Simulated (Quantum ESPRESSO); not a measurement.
## Variants of one calculation on BaSr3 (P1, 4 atoms in the cell)

```
CELL_PARAMETERS angstrom
     -3.10659     3.10659     6.15468
      3.10659    -3.10659     6.15468
      3.10659     3.10659    -6.15468
ATOMIC_POSITIONS crystal
  Ba 0.99970 0.01055 0.01117
  Sr 0.76441 0.25369 0.51649
  Sr 0.24910 0.74076 0.49245
  Sr 0.48679 0.49500 0.97989
```

Base run A: PBEsol, GBRV 1.5 ultrasoft (PBESOL) pseudopotentials (Quantum ESPRESSO), self-consistent single point.

Its settings: ecutwfc = 40 Ry; ecutrho = 200 Ry; occupations = smearing; smearing = methfessel-paxton; degauss = 0.019992 Ry; potentials = {Ba: ba_pbesol_v1.uspp.F.UPF, Sr: sr_pbesol_v1.uspp.F.UPF}; K_POINTS = automatic 3 3 4 0 0 0; conv_thr = 1e-10 Ry; mixing_beta = 0.7.

The starting cell comes from a database of computed structures (which also holds hypothetical and non-ambient phases and stackings), without a prior relaxation at this level. Its atoms were displaced at random from the sites of space group no. 139.

ΔF is the free energy per atom less that of run A. 

Run A gave: pressure (GPa) -0.89; largest force (eV/Å) 0.197; k-points 57.

Runs:
- B: nosym: default → true
- C: ecutrho: 200 Ry → 120 Ry
- D: nbnd: default → 24
- E: K_POINTS: automatic 3 3 4 0 0 0 → automatic 3 3 4 1 1 1
- F: diago_david_ndim: default → 4
- G: mixing_beta: 0.7 → 0.2; mixing_mode: default → local-TF

Question: What does run E change against A?

Answer: The free energy falls by 4.0 meV/atom, the pressure moves little (-0.89 to -0.90 GPa) and the largest force hardly changes (0.197 to 0.200 eV/Å).

| run | ΔF (meV/atom) | pressure (GPa) | largest force (eV/Å) | k-points |
|---|---|---|---|---|
| A | 0.00 | -0.89 | 0.197 | 57 |
| B | 0.07 | -0.89 | 0.196 | 19 |
| C | -0.02 | -0.89 | 0.197 | 57 |
| D | 0.00 | -0.89 | 0.197 | 57 |
| E | -4.0 | -0.90 | 0.200 | 60 |
| F | 0.00 | -0.89 | 0.197 | 57 |
| G | 0.00 | -0.89 | 0.197 | 57 |
